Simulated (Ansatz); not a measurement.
Consider KTaO₃ in the cubic perovskite structure (space group Pm-3m, No. 221; a = 4.024 Å). Axes: x, y, z lie along the cube axes.

Method: PBE (Ansatz, a first-principles code), no spin-orbit coupling.

Perturbation: the cell is scaled by 1.0240 in all directions, atoms relaxed at fixed cell.

Task: Predict the stress tensor and what it implies for the stiffness.

Result: Stress of the strained cell less that of the base (GPa, compression positive):
```
 -11.42    0.00    0.00
   0.00  -11.42    0.00
   0.00    0.00  -11.42
```

Then B = −ΔP/(ΔV/V₀) with ΔV/V₀ = 0.0737 gives secant stiffness values (nonlinear terms included at this strain): B ≈ 155 GPa.

As a check, the harmonic strain energy −½ V₀ Δσ:ε is 33 meV/atom; the computed energy rise is 37 meV/atom.

No phonon test of stability was made.
